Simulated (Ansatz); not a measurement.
An Ansatz (an electronic-structure program) input (r2SCAN (Ansatz), spin-orbit coupling left out):

Ansatz 0.2 input:
```yaml
crystal:
  lattice:
    - [0, 2.3257571037, 2.3257571037]
    - [2.3257571037, 0, 2.3257571037]
    - [2.3257571037, 2.3257571037, 0]
  atoms:
    - { symbol: C, position: [0.25, 0.25, 0.25] }
    - { symbol: Ga, position: [0, 0, 0] }
basis: { ecutwfc: 500, ecutrho_ratio: 4, xc_grid: 4, fft_grid_basis: typed }
kpoints: { mp_grid: { grid: [17, 17, 17] } }
hamiltonian:
  xc: r2scan
  dispersion: none
  pseudopotentials: { kind: paw }
scf: { occupations: { method: fermi_dirac, width: 0.05 }, convergence: { dr2_threshold: 0.0000000002 } }
output: { forces: true, stress: true }
checkpoint: { write: state.ck, write_every: 1000 }
```

Problem. Which symmetry and how many k-points will the program report, and about how many plane waves at Γ?

Solution. Space group F-43m (ITA 216) with 24 operations, k-points 165 of 4913, and 609 plane waves at Γ.

No phonon test of stability was made. All final runs are without spin polarisation. An odd electron count without spin: GaC. The cell was made from GaP by this change: P → C; the result is a hypothetical phase, not in the database extracts checked.
